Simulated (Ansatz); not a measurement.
# Li: uniaxial strain ε_zz = −0.50 %

The reference is Li in the bcc (W type) structure (space group Im-3m, No. 229; a = 3.434 Å; relaxed with 0.1 eV smearing). Axes: x, y, z lie along the cube axes.

One thing is altered: uniaxial strain ε_zz = −0.50 %, all other strain components held at zero; the atoms relax in the strained cell.

Method: Ansatz (a first-principles code), PBEsol, PAW, cutoff 420 eV, without spin-orbit coupling. Settings: 27×27×27 k-points, 0.1 eV Fermi–Dirac smearing.

Space group: I4/mmm (No. 139) (base Im-3m (No. 229))
Shortest interatomic distance: 2.969 Å (base 2.974 Å)
Energy relative to the base (free energy F): 0.0 meV/atom
Pressure (mean of the normal stresses, compression positive): 0.1 GPa (base 0.0 GPa)
Band gap: zero (base zero)
Stress (xx, yy, zz, yz, xz, xy; compression positive): (0.1, 0.1, 0.1, 0.0, 0.0, 0.0) GPa

Final structure:

```
CELL_PARAMETERS angstrom
     -1.71714     1.71714     1.70855
      1.71714    -1.71714     1.70855
      1.71714     1.71714    -1.70855
ATOMIC_POSITIONS crystal
  Li 0.00000 0.00000 0.00000
```

Cost of the whole job for the changed cell (relaxation, final SCF and bands): about 25 core-seconds (a rough figure).

Whether these cells are dynamically stable was not tested.
